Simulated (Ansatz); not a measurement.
Electronic density of states of amorphous Zr$_{20}$O$_{45}$Nb$_{2}$, density 5.23 g/cm³, on a 2×2×2 Γ-centred mesh with a Gaussian width of 0.1 eV; energies count from the Fermi level, whose place inside the gap is arbitrary. Cell and mesh are small, so fine structure isn't converged. Calculation: PBE, scalar-relativistic without spin-orbit coupling (plane waves to 420 eV, PAW; Ansatz, a first-principles code). Sampling: a 2×2×2 Γ-centred mesh; Fermi-Dirac width 0.02 eV; no spin polarisation. At PBE the levels at both edges of the gap are localised (band-tail or defect states), and the nearest spread-out levels lie 3.6 eV apart at the zone centre.

The cell was made by melting and quenching with the CHGNet potential and then relaxed with DFT. O atoms were pushed apart under 1.9 Å during the dynamics, to hinder bonds among them. The hot cell started wider than the set density and was brought back towards it in steps. It is the lowest in DFT energy of 2 quenches. It is a model cell: composition and starting density were chosen by hand, and all elements were melted together. No dispersion term was used. Its density started from a set value of 5.23 and ended at 5.23 g/cm³. Cooling (nominally 300 K/ps over its main leg) ran many orders faster than in experiment, which tends to leave more defects and strain. Values belong to this one cell and scatter from quench to quench. The volume was held where the preparation left it and the shape relaxed, at a PBE pressure of -2.8 GPa (tension). Stress components on the final sampling reach 2.8 GPa.

(E - EF (eV), states/(eV atom)): (-12.00, 0.00); (-11.90, 0.00); (-11.80, 0.00); (-11.70, 0.00); (-11.60, 0.00); (-11.50, 0.00); (-11.40, 0.00); (-11.30, 0.00); (-11.20, 0.00); (-11.10, 0.00); (-11.00, 0.00); (-10.90, 0.00); (-10.80, 0.00); (-10.70, 0.00); (-10.60, 0.00); (-10.50, 0.00); (-10.40, 0.00); (-10.30, 0.00); (-10.20, 0.00); (-10.10, 0.00); (-10.00, 0.00); (-9.90, 0.00); (-9.80, 0.00); (-9.70, 0.00); (-9.60, 0.00); (-9.50, 0.00); (-9.40, 0.00); (-9.30, 0.00); (-9.20, 0.00); (-9.10, 0.00); (-9.00, 0.00); (-8.90, 0.00); (-8.80, 0.00); (-8.70, 0.00); (-8.60, 0.00); (-8.50, 0.00); (-8.40, 0.00); (-8.30, 0.00); (-8.20, 0.00); (-8.10, 0.00); (-8.00, 0.00); (-7.90, 0.00); (-7.80, 0.00); (-7.70, 0.00); (-7.60, 0.00); (-7.50, 0.00); (-7.40, 0.00); (-7.30, 0.00); (-7.20, 0.00); (-7.10, 0.00); (-7.00, 0.00); (-6.90, 0.00); (-6.80, 0.00); (-6.70, 0.00); (-6.60, 0.04); (-6.50, 0.18); (-6.40, 0.35); (-6.30, 0.52); (-6.20, 0.49); (-6.10, 0.47); (-6.00, 0.57); (-5.90, 0.67); (-5.80, 0.72); (-5.70, 0.81); (-5.60, 0.87); (-5.50, 0.91); (-5.40, 0.96); (-5.30, 0.93); (-5.20, 0.91); (-5.10, 0.90); (-5.00, 0.88); (-4.90, 0.84); (-4.80, 0.80); (-4.70, 0.80); (-4.60, 0.85); (-4.50, 0.82); (-4.40, 0.79); (-4.30, 0.82); (-4.20, 0.83); (-4.10, 0.81); (-4.00, 0.82); (-3.90, 0.86); (-3.80, 0.86); (-3.70, 0.89); (-3.60, 0.96); (-3.50, 0.96); (-3.40, 0.94); (-3.30, 0.94); (-3.20, 0.98); (-3.10, 1.01); (-3.00, 1.04); (-2.90, 1.06); (-2.80, 1.02); (-2.70, 0.98); (-2.60, 0.98); (-2.50, 1.02); (-2.40, 0.98); (-2.30, 0.90); (-2.20, 0.87); (-2.10, 0.76); (-2.00, 0.72); (-1.90, 0.70); (-1.80, 0.55); (-1.70, 0.40); (-1.60, 0.32); (-1.50, 0.18); (-1.40, 0.05); (-1.30, 0.01); (-1.20, 0.00); (-1.10, 0.00); (-1.00, 0.00); (-0.90, 0.00); (-0.80, 0.00); (-0.70, 0.00); (-0.60, 0.00); (-0.50, 0.00); (-0.40, 0.00); (-0.30, 0.00); (-0.20, 0.00); (-0.10, 0.00); (0.00, 0.00); (0.10, 0.00); (0.20, 0.00); (0.30, 0.00); (0.40, 0.00); (0.50, 0.00); (0.60, 0.00); (0.70, 0.00); (0.80, 0.00); (0.90, 0.00); (1.00, 0.00); (1.10, 0.00); (1.20, 0.00); (1.30, 0.01); (1.40, 0.08); (1.50, 0.19); (1.60, 0.20); (1.70, 0.15); (1.80, 0.22); (1.90, 0.29); (2.00, 0.26); (2.10, 0.28); (2.20, 0.36); (2.30, 0.46); (2.40, 0.56); (2.50, 0.63); (2.60, 0.64); (2.70, 0.65); (2.80, 0.70); (2.90, 0.79); (3.00, 0.81); (3.10, 0.80); (3.20, 0.79); (3.30, 0.79); (3.40, 0.75)

The gap between localised states on this mesh is 2.94 eV; the broadening fills part of it in the curve.
